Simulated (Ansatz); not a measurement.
**TiC: energy against volume**

TiC (rock salt, Fm-3m, 9.669 Å³/atom and stress up to 0.01 GPa in the relaxed cell, cube axes along x, y and z) under hydrostatic pressure, with the cell free. LDA in Ansatz, a plane-wave DFT program (PAW, default set), 420 eV, 19×19×19 Γ-centred mesh, Fermi-Dirac smearing 0.05 eV; ions are relaxed, or left where forces stay under 0.02 eV/Å, within the symmetry of each cell.

Here V stands for volume and E for E less E0.

| volume (Å³/atom) | E less E0 (meV/atom) | pressure (GPa) |
|---|---|---|
| 9.7387 | 0.45 | -1.99 |
| 9.7035 | 0.12 | -0.99 |
| 9.6694 | 0.00 | 0.00 |
| 9.6391 | 0.08 | 0.89 |
| 9.5991 | 0.46 | 2.09 |
| 9.5210 | 2.06 | 4.50 |
| 9.3832 | 7.84 | 9.00 |
| 9.2135 | 20.49 | 15.00 |
| 8.8450 | ? | ? |

Fit E of the 8 rows that show it with the third-order Birch-Murnaghan form, a cubic in V^(-2/3). With u = V^(-2/3) - 0.2221, the rows have u = -0.0028198, -0.0022899, -0.0017734, -0.0013119, -0.0006990, 0.0005101, 0.0026843, 0.0054361. Least squares gives E = 1.240 + 1399.5·u + 395901·u² - 356860·u³. Residuals (row less fit): 0.000, 0.004, -0.005, -0.006, 0.005, 0.003, -0.002, 0.000; standard error 0.006 (degrees of freedom: 4). Its minimum lies at u = -0.0017633, so V0 = (0.2203367)^(-3/2) = 9.669. There d²E/du² = 795600 and d³E/du³ = -2141000, so B0 = (4/9) × 9.669^(-7/3) × 795600 × 0.160218 = 284 GPa (the last factor turns the table's units into GPa), and B0' = 4 + (2/3) × 0.2203367 × (-2141000)/795600 = 3.6. B0' rests on the cubic coefficient alone and has a standard error of 0.2 from these residuals.

Problem. What does the fit predict for E at V = 8.8450, and how far is the calculated value from it?

Solution. u = 0.0117127, so E = 1.240 + 1399.5 × 0.0117127 + 395901 × 0.0117127² - 356860 × 0.0117127³ = 71.371 meV/atom. The calculation gives 71.66 meV/atom, 0.289 meV/atom above the prediction (0.4 % of the range of E in the table). The row lies outside the fitted rows, so this is an extrapolation. The scatter of the fitted rows lies at the last printed digit.

In a metal these values are sensitive to mesh and smearing; energies are taken to zero smearing, stresses follow the free energy. The runs aren't spin-polarised. Other structures, which can take over under pressure, weren't tried. The same form fitted to the pressure column gives B0' = 4.0; series where the two differ by over 0.4 aren't shown. Rows are the converged runs of the series near zero and its far end, less any whose ions stayed unrelaxed beside relaxed ones; series whose fitted rows scatter by over a few per cent of the range, as at a crossing or softening among them, aren't shown in this form.
